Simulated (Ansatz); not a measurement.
**SiC (model structure, P6₂22, No. 180, 6 atoms in the cell)**

Method: G0W0@PBEsol in Ansatz (plane waves, hard PAW, contour deformation, complete-basis limit).

Run with largest k mesh 12×12×4 (not extrapolated in the mesh).

Cell (relaxed with PBEsol):

```cif
data_C3Si3
_chemical_formula_sum 'Si3 C3'
_space_group_name_H-M_alt 'P 1'
_space_group_IT_number 1
_cell_length_a 3.06612
_cell_length_b 3.06612
_cell_length_c 7.02649
_cell_angle_alpha 90.000
_cell_angle_beta 90.000
_cell_angle_gamma 120.000
loop_
_space_group_symop_operation_xyz
  'x, y, z'
loop_
_atom_site_label
_atom_site_type_symbol
_atom_site_fract_x
_atom_site_fract_y
_atom_site_fract_z
_atom_site_occupancy
Si1 Si 0.49999 0.00000 0.66667 1
Si2 Si 0.00000 0.49999 0.33333 1
Si3 Si 0.50001 0.50001 0.00000 1
C1 C 0.50000 0.00000 0.16667 1
C2 C 0.00000 0.50000 0.83333 1
C3 C 0.50000 0.50000 0.50000 1
```

| Item | Result |
|---|---|
| band gap | 1.61 eV (indirect) |

Note: the correction to the complete basis was taken at k points off the band edges; the relaxation could raise the start's symmetry but not lower it, so the cell can be a saddle point; the gap holds a correction of +0.23 eV to the complete basis, taken at k points off the band edges.

The computed numbers hold no vibrational or temperature effects.

A model structure was made by putting elements into a prototype or built by hand; it is no filed structure, need not be a known phase, and can be a saddle point held by its symmetry.

Ansatz is an electronic-structure program.
